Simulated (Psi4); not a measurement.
Psi4 1.11, TPSS/def2-svpd: Ti(I)(H)3 ([TiH3][I]), 5 atoms. The geometry is a generated start, not checked to be a minimum at this level.

- task: energy
- method: tpss
- basis: def2-svpd
- memory: 3 GB
- maxiter: 100
- keys of the molecule block: symmetry c1
- scf_type: df (default)
- guess: auto, which took SAD (default)
- scf_initial_accelerator: adiis (default)
- e_convergence: 1e-06 (default)
- d_convergence: 1e-06 (default)
- dft_radial_points: 75 (default)
- dft_spherical_points: 302 (default)
- effective core potentials: those of the basis set, past Kr
- basis functions: 93
- grid points: 109863

```xyz
5

Ti     0.2476    -0.0540     0.1601
I     -2.0056     0.4247    -1.2951
H      1.4736     0.6403    -0.7440
H     -0.0428     0.7111     1.6228
H      0.3272    -1.7221     0.2561
```

Charge 0 and multiplicity 1 are set for this test and not shown to be the ground state.

One run each on 2 threads. Values of diis_max_vecs tried: 3, 6, 10 (default), 20.

**Question.** Predict the course of the SCF iterations along this series.

**Answer.** Fewest SCF iterations, within one of each other: 6 with 12, 10 (default) with 12, 20 with 12. The count rises to 24 at 3. All converge to one solution.

```
diis_max_vecs  SCF iterations            end
-------------  --------------  -------------
3                          24  same solution
6                          12  same solution
10 (default)               12  same solution
20                         12  same solution
```
